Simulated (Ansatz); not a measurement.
Data:

```xyz
2
Lattice="0.0000 2.2997 2.2997 2.2997 0.0000 2.2997 2.2997 2.2997 0.0000" Properties=species:S:1:pos:R:3 pbc="T T T"
B      0.0000     0.0000     0.0000
P      1.1498     1.1498     1.1498
```

All values below come from r2SCAN with spin-orbit coupling, rigid bands (plane waves, PAW; Ansatz, a program for electronic structure). Condition of this run: hydrostatic pressure of -8 GPa (compression positive) (the target of the relaxation). How the cell was made: cell and atoms relaxed with PBEsol, then loaded as said.

Task: What conductivity effective mass do dilute electrons have at 300 K?

Result: 0.32 mₑ.

Task: Predict the hole conductivity mass (n e² τ/σ) at 300 K, by direction if it differs.

Result: 0.40 mₑ.

Task: And the band gap?

Result: 1.45 eV at this level; semilocal functionals usually fall short of the measured gap.

Rigid bands, one relaxation time for all states, no polarons. Geometry: cell and atoms relaxed with PBEsol.
